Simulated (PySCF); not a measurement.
PySCF 2.14.0, TPSSH/def2-svp, df: acetylacetone (CC(=O)C=C(C)O), 15 atoms. The geometry is a generated start, not checked to be a minimum at this level.

- task: energy
- method: tpssh
- basis: def2-svp
- two-electron scheme: density fitting
- mol.max_memory: 3000 MB
- mf.max_cycle: 100
- mf.init_guess: minao (default)
- mf.DIIS: CDIIS (default)
- mf.conv_tol: 1e-09 (default)
- mf.grids.level: 3 (default)
- basis functions: 138
- grid points: 177224

```xyz
15

C      2.4820    -0.1019     0.2266
C      1.0325    -0.5303     0.1178
O      0.7144    -1.7021     0.1612
C      0.1024     0.5756    -0.0482
C     -1.2395     0.4641    -0.1275
C     -2.0069    -0.8093    -0.1053
O     -2.0355     1.5470    -0.2433
H      2.8383     0.1839    -0.7637
H      2.5886     0.7518     0.8920
H      3.0859    -0.9320     0.5902
H      0.5414     1.5659    -0.0859
H     -3.0033    -0.6239     0.2884
H     -2.1011    -1.1929    -1.1208
H     -1.4834    -1.5573     0.4827
H     -1.5158     2.3612    -0.2643
```

One run each on 2 threads, 1 BLAS thread. Values of diis_space tried: 3, 5, 8 (default), 12, 20.

Q: How does the count of Fock builds change with diis_space, and where is it least?

A: Fewest Fock builds, within one of each other: 8 (default) with 13, 12 with 13, 20 with 13. The count rises to 24 at 3. All converge to one solution.

| diis_space | Fock builds | end |
|---|---|---|
| 3 | 24 | same solution |
| 5 | 16 | same solution |
| 8 (default) | 13 | same solution |
| 12 | 13 | same solution |
| 20 | 13 | same solution |
